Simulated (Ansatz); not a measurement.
Results of G0W0@PBEsol (plane waves, hard PAW, contour deformation; Ansatz, a first-principles code) for MgO (P6₃mc, No. 186; start mp-549706; another space group than a measured phase of this formula).

The same calculation (at the PBEsol cell, 11.857 Å³/atom) with different numerical settings; throughout: k mesh 3×3×2:

```json
[
 {"run": "1", "response cutoff (eV)": "100", "empty bands": "198", "quasiparticle gap on the mesh (eV)": "5.384", "quasiparticle gap at Γ (eV)": "5.384", "rough time": "30 core-s"},
 {"run": "2", "response cutoff (eV)": "150", "empty bands": "363", "quasiparticle gap on the mesh (eV)": "5.575", "quasiparticle gap at Γ (eV)": "5.575", "rough time": "50 core-s"},
 {"run": "3", "response cutoff (eV)": "200", "empty bands": "560", "quasiparticle gap on the mesh (eV)": "5.693", "quasiparticle gap at Γ (eV)": "5.693", "rough time": "2 core-min"},
 {"run": "4", "response cutoff (eV)": "250", "empty bands": "782", "quasiparticle gap on the mesh (eV)": "5.752", "quasiparticle gap at Γ (eV)": "5.752", "rough time": "7 core-min"},
 {"run": "5", "response cutoff (eV)": "300", "empty bands": "1028", "quasiparticle gap on the mesh (eV)": "…", "quasiparticle gap at Γ (eV)": "…", "rough time": "20 core-min"}
]
```

Task: Complete the blanks.

Result: 
- 5, quasiparticle gap on the mesh (eV): 5.790
- 5, quasiparticle gap at Γ (eV): 5.790

In the column quasiparticle gap on the mesh (eV) the first row differs from the last by -0.406 and the next to last by -0.038.

The last row is no converged limit: other settings stay fixed.

A start named mp-… is a Materials Project structure, which can be a computed phase never made.
